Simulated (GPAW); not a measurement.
A relaxation of cell and atoms of Re (P6_3/mmc, 4 atoms in the cell) with GPAW.

Computed with PBE, GPAW PAW datasets PBE (gpaw-data 1.0.1) (plane waves; GPAW).

```
CELL_PARAMETERS angstrom
      2.76833     0.00000     0.00000
     -1.38416     2.39744     0.00000
      0.00000     0.00000     8.94511
ATOMIC_POSITIONS crystal
  Re 0.00000 0.00000 0.00000
  Re 0.00000 0.00000 0.50000
  Re 0.33333 0.66667 0.25000
  Re 0.66667 0.33333 0.75000
```

Reference input (self-consistent single point, DFT PBE, plane waves, GPAW PAW datasets PBE (gpaw-data 1.0.1)): mode = pw; ecut = 550 eV; xc = PBE; kpts = 11 11 3; mesh shift (steps) = 0 0 0; occupations.name = fermi-dirac; occupations.width = 0.05 eV; nbands = -10; convergence.density = 1e-05 e/electron; convergence.energy = 1e-05 eV/electron; symmetry.symmorphic = false; symmetry.tolerance = 0.0005. This run's input differs from it in these lines:

```diff
@@ -1,2 +1,4 @@
 from ase import Atoms
+from ase.filters import FrechetCellFilter
+from ase.optimize import BFGS
 from ase.units import GPa
@@ -26,2 +28,10 @@
 
+target = FrechetCellFilter(atoms)
+
+opt = BFGS(target, logfile='-')
+converged = opt.run(fmax=0.02, steps=40)
+print('Relaxation converged:', converged)
+print('Cell:', atoms.cell.cellpar().round(4))
+print(atoms.get_scaled_positions().round(5))
+
 energy = atoms.get_potential_energy()
```

The program printed (abridged):

```
     iter     time        total  log10-change:
                         energy   eigst   dens
iter:   1 --:--:--   -47.360767
iter:   2 --:--:--   -47.338679   -0.93  -1.36
iter:   3 --:--:--   -47.761697   -1.73  -1.35
iter:   4 --:--:--   -47.563127   -0.50  -1.28
iter:   5 --:--:--   -47.519395   -2.00  -1.56
   [... 4 lines left out ...]
iter:  10 --:--:--   -46.627381   -2.91  -2.23
iter:  11 --:--:--   -46.639395   -2.61  -2.51
iter:  12 --:--:--   -46.637262   -3.42  -2.51
iter:  13 --:--:--   -46.637336   -4.60  -3.27
iter:  14 --:--:--   -46.637418c  -4.68  -3.35
iter:  15 --:--:--   -46.637332c  -5.18  -3.36
iter:  16 --:--:--   -46.637337c  -6.18  -3.97
iter:  17 --:--:--   -46.637345c  -5.83  -3.99
iter:  18 --:--:--   -46.637336c  -6.39  -3.92
iter:  19 --:--:--   -46.637334c  -7.27  -4.30
iter:  20 --:--:--   -46.637334c  -8.03c -4.34
iter:  21 --:--:--   -46.637335c  -7.05  -4.38
iter:  22 --:--:--   -46.637335c  -8.17c -4.83
iter:  23 --:--:--   -46.637334c  -8.73c -4.87
iter:  24 --:--:--   -46.637334c  -9.04c -4.91
iter:  25 --:--:--   -46.637334c  -8.65c -4.96
iter:  26 --:--:--   -46.637334c  -9.04c -5.11c
Converged after 26 iterations.

Dipole moment: (0.000000, -0.000000, 0.000000) |e|*Ang

Energy contributions relative to reference atoms: (reference = -1814750.222063)

Kinetic:        +11.561250
Potential:      -18.528718
External:        +0.000000
XC:             -39.940752
Entropy (-ST):   -0.024654
Local:           +0.283213
SIC:             +0.000000
--------------------------
Free energy:    -46.649662
Extrapolated:   -46.637334

Showing only first 2 kpts
 Kpt  Band  Eigenvalues  Occupancy
  0    24     13.08588    2.00000
  0    25     13.19427    2.00000
  0    26     13.19428    2.00000
  0    27     14.76565    0.00012

  1    24     12.91196    2.00000
  1    25     12.99347    2.00000
  1    26     12.99347    2.00000
  1    27     13.92030    1.99843

Fermi level: 14.27768

No gap
   [... lines left out ...]
Occupation numbers: Fermi-Dirac:
Atomic positions and initial magnetic moments
Free energy:    -46.650770
Fermi level: 14.24476
No gap
Occupation numbers: Fermi-Dirac:
Atomic positions and initial magnetic moments
Free energy:    -46.651685
Fermi level: 14.18833
No gap
   [... lines left out ...]
  2 Re    0.00000    0.00000   -0.00000
  3 Re   -0.00000    0.00000    0.00000

BFGS:    2 --:--:--      -46.651685        0.013553
Relaxation converged: True
Cell: [  2.7724   2.7724   8.9629  90.      90.     120.    ]
[[0.      0.      0.     ]
 [0.      0.      0.5    ]
 [0.33333 0.66667 0.25   ]
 [0.66667 0.33333 0.75   ]]
Energy (eV): -46.639372
Stress (GPa, Voigt): [ 0.0733  0.0733 -0.1456 -0.      0.      0.    ]
```

The run converged. GPAW prints stress with tension positive. 

Summary of the result:
| Item | Result |
|---|---|
| Free energy E − TS (from the program's reference atoms) | -46.6517 eV |
| Fermi level (on the code's own zero) | 14.19 eV |
| Pressure | 0.00 GPa |
| Final cell | a = b = 2.7724 Å, c = 8.9629 Å, α = β = 90.00°, γ = 120.00° |
| Final volume per atom | 14.91 Å³ |
| Relaxation steps | 2 |

The starting cell comes from a database of computed structures (which also holds hypothetical and non-ambient phases and stackings), without a prior relaxation at this level. Its lattice was rescaled by a random factor within 2.5 % of one. Spin polarisation is off. The relaxation keeps the symmetry of its start, so its end need not be a minimum.

Cost on one core of a shared machine: roughly 2 min.
